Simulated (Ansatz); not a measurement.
**MoSi2: response to strain**

The reference is MoSi2 (space group I4/mmm, No. 139; relaxed with 0.1 eV smearing).

```xyz
3
Lattice="-1.6084 1.6084 3.9373 1.6084 -1.6084 3.9373 1.6084 1.6084 -3.9373" Properties=species:S:1:pos:R:3 pbc="T T T"
Si     0.0000     0.0000     5.2360
Si     0.0000     0.0000     2.6386
Mo     0.0000     0.0000     0.0000
```

Cartesian axes are those of the cell as printed.

Strains are applied to the cell and any free atomic positions relax; under biaxial strain the out-of-plane vector relaxes too.

The values are results of PBE/PAW in Ansatz (an electronic-structure program), without spin-orbit coupling, not measurements.

Notes on the quantities. in-plane stress: mean in-plane stress (compression positive).

```tsv
change	volume per atom	in-plane stress
base	13.58 Å³	–
biaxial strain −3.00 %, plane normal [001], relaxed out of plane	12.94 Å³	+15.8 GPa
biaxial strain −2.50 %, plane normal [001], relaxed out of plane	13.04 Å³	+12.9 GPa
biaxial strain −2.00 %, plane normal [001], relaxed out of plane	13.15 Å³	+10.1 GPa
biaxial strain −1.50 %, plane normal [001], relaxed out of plane	…	+7.5 GPa
biaxial strain −1.00 %, plane normal [001], relaxed out of plane	…	+4.9 GPa
biaxial strain −0.50 %, plane normal [001], relaxed out of plane	…	+2.4 GPa
biaxial strain +0.50 %, plane normal [001], relaxed out of plane	13.69 Å³	-2.3 GPa
biaxial strain +1.00 %, plane normal [001], relaxed out of plane	13.81 Å³	-4.5 GPa
biaxial strain +2.50 %, plane normal [001], relaxed out of plane	…	-10.6 GPa
```

Problem. What belongs in the blanks?

Solution. 
- biaxial strain −1.50 %, plane normal [001], relaxed out of plane, volume per atom: 13.25 Å³
- biaxial strain −1.00 %, plane normal [001], relaxed out of plane, volume per atom: 13.36 Å³
- biaxial strain −0.50 %, plane normal [001], relaxed out of plane, volume per atom: 13.47 Å³
- biaxial strain +2.50 %, plane normal [001], relaxed out of plane, volume per atom: 14.15 Å³

No phonon test of stability was made. All final runs are without spin polarisation.
